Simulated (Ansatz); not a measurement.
Consider CoO in the CsCl type structure (space group Pm-3m, No. 221; a = 2.616 Å; ferromagnetic; a hypothetical phase, not in the database extracts checked).

(Cell as relaxed with PBE.)

Levels (all Ansatz, an electronic-structure program, PAW): PBE (420 eV, no spin-orbit coupling); r2SCAN (500 eV, scalar-relativistic without spin-orbit coupling).

Each level relaxes its own structure.

```
base                      PBE    r2SCAN
-------------------  --------  --------
volume per atom       8.95 Å³   8.92 Å³
lattice parameter a  261.6 pm  261.3 pm
band gap                 zero   0.70 eV
largest site moment   2.49 μB   2.58 μB
```

Modification: C takes the place of O on all its sites, then cell and atoms are relaxed.

| quantity | PBE | r2SCAN |
|---|---|---|
| band gap | zero | zero |
| lattice parameter a | 249.0 pm | 247.6 pm |
| largest site moment | 0.74 μB | 0.86 μB |

PBE's lattice parameter a lies 1.4 pm above r2SCAN's (0.6 %); PBE's largest site moment lies 0.12 μB below r2SCAN's; the two agree on the band gap. Neither level is exact; r2SCAN is the comparison here, not a measurement.

Whether these cells are dynamically stable was not tested. As relaxed here, CoC is a hypothetical phase, not in the database extracts checked. No Hubbard U is applied and the magnetic state is the run's own (CoO ferromagnetic); other magnetic orders, which need larger cells, were not tried and can change the gap.
